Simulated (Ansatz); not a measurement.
Take MgTe in the wurtzite structure (space group P6_3mc, No. 186; a = 4.561 Å, c = 7.413 Å) as the base. Axes: x lies along a and z along c of the hexagonal cell.

Calculations: Ansatz (an electronic-structure program), PBEsol, PAW, cutoff 420 eV, no SOC, earlier PAW set.

Strains are applied to the cell and any free atomic positions relax; under biaxial strain the out-of-plane vector relaxes too; under stress the whole cell relaxes.

One change was made to it. Results:

The electron mass becomes 0.16 mₑ along c, 0.17 mₑ across (at Γ) (base: 0.15 mₑ along c, 0.17 mₑ across (at Γ)); the width of the top valence band rises by 0.07 eV (1.40 eV → 1.47 eV); the band gap goes up by 0.14 eV to 2.53 eV.

Which of these changes matches the shifts?
A) uniaxial stress, 2 GPa compression along z
B) biaxial strain −1.75 %, plane normal [001], relaxed out of plane
C) isotropic strain −1.04 %

C, isotropic strain −1.04 %. For comparison, the band gap in the other runs: biaxial strain −1.75 %, plane normal [001], relaxed out of plane gives 2.38 eV; uniaxial stress, 2 GPa compression along z gives 2.07 eV.

With Te present, leaving out spin-orbit coupling can change the band edges. Masses are band curvatures over ±0.01 Å⁻¹ around the edge. Stability under load was not tested beyond the relaxation.
